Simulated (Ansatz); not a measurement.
Partial pair distribution functions of a relaxed model of amorphous La₁₂Nb₈O₃₈, broadened by 0.06 Å; density 5.68 g/cm³. All values below come from PBE, scalar-relativistic without spin-orbit coupling (plane waves to 420 eV, PAW; Ansatz, a quantum-chemistry and plane-wave program).

It comes from a melt-quench run on a machine-learned potential (CHGNet), relaxed afterwards by DFT. O atoms were pushed apart under 1.9 Å during the dynamics, to hinder bonds among them. The hot cell started wider than the set density and was brought back towards it in steps. It is the lowest in DFT energy of 2 quenches. It is a model cell: composition and starting density were chosen by hand, and all elements were melted together. No dispersion term was used. Its density started from a set value of 5.79 and ended at 5.68 g/cm³. The quench (nominally 240 K/ps over its main leg) was far faster than any real one, so the model tends to hold more defects than a real film. One small periodic cell is one sample of the glass; other quenches scatter about these values. Volume and shape were free in the relaxation.

```
r (Å)  g La-O  g Nb-O  g La-La  g Nb-Nb
-----  ------  ------  -------  -------
1.60     0.00    0.00     0.00     0.00
1.70     0.00    0.27     0.00     0.00
1.80     0.00    3.58     0.00     0.00
1.90     0.00    8.94     0.00     0.00
2.00     0.00    5.97     0.00     0.00
2.10     0.02    3.36     0.00     0.00
2.20     0.52    2.88     0.00     0.00
2.30     2.45    1.21     0.00     0.00
2.40     4.28    0.06     0.00     0.00
2.50     5.11    0.00     0.00     0.00
2.60     4.18    0.00     0.00     0.00
2.70     2.13    0.00     0.00     0.00
2.80     1.37    0.13     0.00     0.00
2.90     0.80    0.40     0.00     0.00
3.00     0.53    0.30     0.00     0.00
3.10     0.37    0.19     0.00     0.10
3.20     0.40    0.03     0.00     1.13
3.30     0.33    0.01     0.00     0.89
3.40     0.26    0.15     0.05     1.59
3.50     0.37    0.50     0.65     4.06
3.60     0.27    0.82     2.20     3.22
3.70     0.29    0.89     3.69     1.72
3.80     0.47    0.82     3.35     2.20
3.90     0.52    1.14     3.76     1.92
4.00     0.65    1.20     2.94     2.21
4.10     0.76    1.34     2.21     0.68
4.20     1.00    1.17     1.57     0.02
4.30     0.62    1.18     2.10     0.03
4.40     0.56    1.30     1.62     0.51
4.50     1.06    1.45     0.69     0.54
4.60     1.33    1.45     0.20     0.17
4.70     1.53    1.60     0.63     0.67
```

Within 3.34 Å each La has 8.08 O neighbours on average.
